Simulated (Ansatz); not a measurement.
System: SrZrO₃ (Cmcm, No. 63, 20 atoms in the cell; start mp-3626; a measured phase of this formula has another space group). Method: PBEsol (Ansatz, a program for electronic structure, plane waves, PAW).

Numerical settings: plane-wave cutoff 520 eV, 6×6×4 k mesh (along the axes of the cell as run), Fermi–Dirac smearing 0.01 eV, scalar-relativistic PAW data made under PBE.

Cell (relaxed at this level):

```cif
data_O24Sr8Zr8
_chemical_formula_sum 'Sr8 Zr8 O24'
_space_group_name_H-M_alt 'Cmcm'
_space_group_IT_number 63
_space_group_name_Hall '-C 2c 2'
_cell_length_a 8.12981
_cell_length_b 8.22658
_cell_length_c 8.19575
_cell_angle_alpha 90.000
_cell_angle_beta 90.000
_cell_angle_gamma 90.000
loop_
_atom_site_label
_atom_site_type_symbol
_atom_site_symmetry_multiplicity
_atom_site_Wyckoff_symbol
_atom_site_fract_x
_atom_site_fract_y
_atom_site_fract_z
_atom_site_occupancy
Sr1 Sr 4 c 0.00000 0.01216 0.75000 1
Sr2 Sr 4 c 0.00000 0.49427 0.25000 1
Zr1 Zr 8 d 0.25000 0.25000 0.00000 1
O1 O 8 g 0.29874 0.25472 0.25000 1
O2 O 8 f 0.00000 0.21082 0.04635 1
O3 O 8 e 0.29279 0.00000 0.00000 1
```
(The calculation used a cell of 20 atoms; values per cell refer to that cell.)

### Question
Predict the band gap.

### Answer

* **band gap**: 3.55 eV (on the SCF k mesh)

Note: the relaxation could not lower the start's symmetry, so the cell can be a saddle point above a distorted one.

Spin–orbit coupling is not included.

Computing time: about 10 core-minutes (a rough figure).

A start named mp-… is a Materials Project structure, which need not be a measured phase.
